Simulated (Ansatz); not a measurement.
Start from SiC in the wurtzite structure (space group P6_3mc, No. 186; a = 3.0564 Å, c = 5.0158 Å). Axes: x lies along a and z along c of the hexagonal cell.

Calculations: LDA in Ansatz (plane waves to 420 eV, PAW, no SOC).

One thing is altered: every lattice vector is stretched by 0.60 %, atoms relaxed at fixed cell.

Question: Predict the stress tensor and what it implies for the stiffness.

Answer: Stress of the strained cell less that of the base (GPa, compression positive):
```
  -4.02    0.00    0.00
   0.00   -4.02    0.00
   0.00    0.00   -3.93
```

Then B = −ΔP/(ΔV/V₀) with ΔV/V₀ = 0.0181 gives secant stiffness values (nonlinear terms included at this strain): B (at held cell shape, above the free-shape value) ≈ 220 GPa.

Whether these cells are dynamically stable was not tested.

Ansatz is a quantum-chemistry and plane-wave program.
